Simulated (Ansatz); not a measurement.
A self-consistent single point of InAs (F-43m, 2 atoms in the cell) with Ansatz (a first-principles code).

Method: PBE, PAW files (plane waves; Ansatz).

The change in words: lattice scaled by 0.98. Reference geometry:
```
CELL_PARAMETERS angstrom
      0.00000     3.03000     3.03000
      3.03000     0.00000     3.03000
      3.03000     3.03000     0.00000
ATOMIC_POSITIONS crystal
  In 0.00000 0.00000 0.00000
  As 0.25000 0.25000 0.25000
```

Reference input (self-consistent single point, DFT, PBE, plane waves, PAW files): kpoints.mp_grid.grid = 9 9 9; hamiltonian.xc = pbe; hamiltonian.pseudopotentials = {kind: paw} (an earlier, softer set of the program's PAW files); scf.occupations.method = fermi_dirac; scf.occupations.width = 0.0037 Ry. This run's input differs from it in these lines:

Ansatz 0.2 input:
```diff
@@ -2,8 +2,8 @@
   lattice:
-    - [0.00000000, 3.03000000, 3.03000000]
-    - [3.03000000, 0.00000000, 3.03000000]
-    - [3.03000000, 3.03000000, 0.00000000]
+    - [0.00000000, 2.96940000, 2.96940000]
+    - [2.96940000, 0.00000000, 2.96940000]
+    - [2.96940000, 2.96940000, 0.00000000]
   atoms:
     - { symbol: In, position_ang: [0.00000000, 0.00000000, 0.00000000] }
-    - { symbol: As, position_ang: [1.51500000, 1.51500000, 1.51500000] }
+    - { symbol: As, position_ang: [1.48470000, 1.48470000, 1.48470000] }
 kpoints:
```

The program printed (abridged):

```
SCF iter   1: F=—  HF=-10454.464535 eV  |F-HF|=—  |Δ(HF+E_count)|=         —  Δρ=3.12e-2  dr2=4.18e-1  ethr=3.10e-3  ⟨swp⟩=6.0  Hψ=3179  notcnv=0
all-band conjugate gradients solve this SCF's bands
preconditioner: auto → none
SCF iter   2: F=—  HF=-10454.398899 eV  |F-HF|=—  |Δ(HF+E_count)|=   6.56e-2  Δρ=1.43e-2  dr2=7.53e-2  ethr=1.49e-3  ⟨swp⟩=2.0  Hψ=1049  notcnv=0
SCF iter   3: F=—  HF=-10454.394539 eV  |F-HF|=—  |Δ(HF+E_count)|=   4.36e-3  Δρ=2.41e-3  dr2=6.21e-3  ethr=2.69e-4  ⟨swp⟩=2.7  Hψ=1181  notcnv=0
SCF iter   4: F=—  HF=-10454.392047 eV  |F-HF|=—  |Δ(HF+E_count)|=   2.49e-3  Δρ=7.66e-4  dr2=1.46e-4  ethr=2.22e-5  ⟨swp⟩=2.0  Hψ=1259  notcnv=0
SCF iter   5: F=—  HF=-10454.392106 eV  |F-HF|=—  |Δ(HF+E_count)|=   5.94e-5  Δρ=2.33e-4  dr2=1.05e-5  ethr=5.23e-7  ⟨swp⟩=3.0  Hψ=1081  notcnv=0
SCF iter   6: F=—  HF=-10454.392122 eV  |F-HF|=—  |Δ(HF+E_count)|=   1.57e-5  Δρ=5.15e-5  dr2=1.34e-6  ethr=3.76e-8  ⟨swp⟩=2.0  Hψ=1088  notcnv=0
SCF iter   7: F=-10454.392121 eV  HF=-10454.392121 eV  |F-HF|=3.39e-8  |Δ(HF+E_count)|=   7.76e-7  Δρ=7.75e-6  dr2=2.19e-8  ethr=3.57e-10  ⟨swp⟩=3.1  Hψ=2729  notcnv=0
SCF 1 converged in 7 iterations: F = -10454.392121 eV  dr2 = 2.19e-8
Free energy (F): -10454.392121 eV
Internal energy: -10454.391746 eV  (E = F + TS)
E sigma→0 (E₀):  -10454.391934 eV
Entropy (-TS):   -0.000375 eV (-0.187 meV/atom)
Fermi energy:    8.506602 eV
--- Forces (eV/Å), atoms counted from 1 ---
  atom   1  In     0.00000000    -0.00000000    -0.00000000
  atom   2  As    -0.00000000    -0.00000000    -0.00000000
--- Stress (GPa, compression-positive) ---
        7.965108      -0.000000      -0.000000
        0.000000       7.965108       0.000000
       -0.000000       0.000000       7.965108
  P = ⅓ Tr σ = 7.9651 GPa (79.651 kbar)
  The stress holds the Pulay correction. Without it, at fixed plane waves, as pw.x and ABINIT print it: P = 7.9378 GPa
```

The run converged in 7 iterations. Against the reference run the free energy goes up by 57.4 meV/atom and the pressure goes from 3.50 to 7.97 GPa.

The starting cell has typed, rounded lattice constants, without a prior relaxation at this level. For this run, on top of that: lattice scaled by 0.98. With a pressure of about 8 GPa the cell is away from its equilibrium volume at this level. Ansatz's pressure includes its estimate of the finite-basis (Pulay) stress. A gap is left out here, as mesh or smearing make it unsure.
